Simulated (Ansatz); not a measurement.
The parent structure is Pt in the simple cubic structure (space group Pm-3m, No. 221; a = 2.588 Å; a hypothetical phase, not in the database extracts checked; relaxed with 0.1 eV smearing). Axes: x, y, z lie along the cube axes.

Calculations: Ansatz (a program for electronic structure) PBEsol, no spin-orbit coupling.

One thing is altered: every lattice vector is stretched by 1.34 %; the atoms relax in the strained cell.

Task: Predict the stress tensor and what it implies for the stiffness.

Result: Stress of the strained cell less that of the base (GPa, compression positive):
```
   -7.8     0.0     0.0
    0.0    -7.8     0.0
    0.0     0.0    -7.8
```

Then B = −ΔP/(ΔV/V₀) with ΔV/V₀ = 0.0407 gives secant stiffness values (nonlinear terms included at this strain): B ≈ 191 GPa.

As a check, the harmonic strain energy −½ V₀ Δσ:ε is 17 meV/atom; the computed energy rise is 18 meV/atom.

Stability against distortions was not tested. All final runs are without spin polarisation. Pt lies near a magnetic instability that expansion can trigger; it was not tested.
